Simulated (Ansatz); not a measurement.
Ti5Te4 (I4/m, No. 87) was calculated with r²SCAN (Ansatz, a program for electronic structure, PAW).

Input file:

Ansatz 0.2 input:
```yaml
crystal:
  lattice:
    - [-5.082, 5.082, 1.886]
    - [5.082, -5.082, 1.886]
    - [5.082, 5.082, -1.886]
  atoms:
    - { symbol: Ti, position: [0.0, 0.0, 0.0] }
    - { symbol: Ti, position: [0.3752, 0.6856, 0.0608] }
    - { symbol: Ti, position: [0.6248, 0.3144, 0.9392] }
    - { symbol: Ti, position: [0.3144, 0.3752, 0.6896] }
    - { symbol: Ti, position: [0.6856, 0.6248, 0.3104] }
    - { symbol: Te, position: [0.2797, 0.9411, 0.2208] }
    - { symbol: Te, position: [0.7203, 0.0589, 0.7792] }
    - { symbol: Te, position: [0.0589, 0.2797, 0.3386] }
    - { symbol: Te, position: [0.9411, 0.7203, 0.6614] }
basis:
  ecutwfc: 560
  ecutrho_ratio: 4
  xc_grid: 3
kpoints:
  mp_grid: { grid: [16, 16, 16] }
hamiltonian:
  xc: r2scan
  dispersion: none
  pseudopotentials: { kind: paw }
scf:
  occupations: { method: fermi_dirac, width: 0.05 }
  convergence: { dr2_threshold: 0.0000000009 }
output:
  forces: true
  stress: true
  eigenvalues: true
```

From the output:

```
Crystal: 9 atoms, lattice volume = 194.837 Å³
Basis set: ecut = 560 eV, 5863 PW (Γ), exchange–correlation on 180×180×180 points (27 copies of the dense FFT grid, shifted against one another)
Bands: 75, of which v1, the nominal top of the filled ones, is band 62 counted from 1 (61 counted from 0)
Symmetry: 8 space group operations
Space group: I4/m (ITA 87), of the structure as read, at distance tolerance 5.8e-5 Å
k-points: 554 of 4096
Functional: x = r2scan, c = r2scan; τ floored in thin density (d = 2e-4 eV/Å³)
SCF iter   1: F=—  HF=-40507.972708 eV  |F-HF|=—  |Δ(HF+E_count)|=         —  Δρ=1.31e-2  dr2=4.44e-1  dr2_τ=6.09e-2
SCF iter   2: F=—  HF=-40508.139494 eV  |F-HF|=—  |Δ(HF+E_count)|=   1.67e-1  Δρ=7.97e-3  dr2=1.18e-1  dr2_τ=1.65e-2
  ...
SCF iter  10: F=—  HF=-40508.123170 eV  |F-HF|=—  |Δ(HF+E_count)|=   1.53e-9  Δρ=5.43e-7  dr2=9.63e-10  dr2_τ=2.24e-11
SCF iter  11: F=-40508.123170 eV  HF=-40508.123170 eV  |F-HF|=1.46e-11  |Δ(HF+E_count)|=  2.91e-10  Δρ=1.73e-7  dr2=7.82e-11  dr2_τ=1.47e-12
SCF 1 converged in 11 iterations: F = -40508.123170 eV  dr2 = 7.82e-11
SCF converged after 11 iterations
Free energy (F): -40508.123170 eV
Internal energy: -40508.070549 eV  (E = F + TS)
E sigma→0 (E₀):  -40508.096859 eV
Fermi energy:    12.909009 eV
--- Forces (eV/Å), atoms counted from 1 ---
  atom   1  Ti    -0.00000000    -0.00000000     0.00000000
  atom   2  Ti     0.05678445     0.20798664     0.00000000
  atom   3  Ti    -0.05678445    -0.20798664    -0.00000000
  atom   4  Ti     0.20798664    -0.05678445    -0.00000000
  atom   5  Ti    -0.20798664     0.05678445     0.00000000
  atom   6  Te     0.12764613    -0.13811715     0.00000000
  atom   7  Te    -0.12764613     0.13811715     0.00000000
  atom   8  Te    -0.13811715    -0.12764613     0.00000000
  atom   9  Te     0.13811715     0.12764613    -0.00000000
--- Stress (GPa, compression-positive) ---
       -0.175343      -0.000000      -0.000000
        0.000000      -0.175343       0.000000
       -0.000000       0.000000      -0.718847
  P = ⅓ Tr σ = -0.3565 GPa (-3.565 kbar)
```

The PAW data were made under PBE.

Note: cell and atoms aren't relaxed at this level (largest force component 0.21 eV/Å, pressure -0.4 GPa).
